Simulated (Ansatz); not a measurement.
Data:

```xyz
8
Lattice="-2.7186 2.6587 5.3215 2.7186 -2.6587 5.3215 2.7186 2.6587 -5.3215" Properties=species:S:1:pos:R:3 pbc="T T T"
Cu     0.0000     0.0000     0.0011
Cu     0.0000     2.6587     2.6560
Zn     2.7186     0.0000     2.6655
Sn     0.0000     0.0000     5.3202
S      1.4594    -1.3852     6.7076
S      1.3072     1.2231    -1.3859
S      1.2591     4.0439     1.3861
S      1.4114     1.4356     3.9356
```

No spin polarisation.

Calculations: Ansatz (a first-principles code) LDA, no spin-orbit coupling. Settings: 9×9×9 k-points, 0.05 eV Fermi–Dirac smearing.

**Question.** Predict the stress and space group.

**Answer.** The stress (xx, yy, zz, yz, xz, xy; compression positive) comes out as (-2.50, -1.55, -1.56, 0.00, 0.00, -0.01) GPa and the space group is C2 (No. 5).

The cells carry an imposed strain or load. Whether these cells are dynamically stable was not tested. All final runs are without spin polarisation. The cell was made from ZnCu2SnS4 (space group I-4, No. 82) by this change: uniaxial strain ε_xx = +2.25 %.
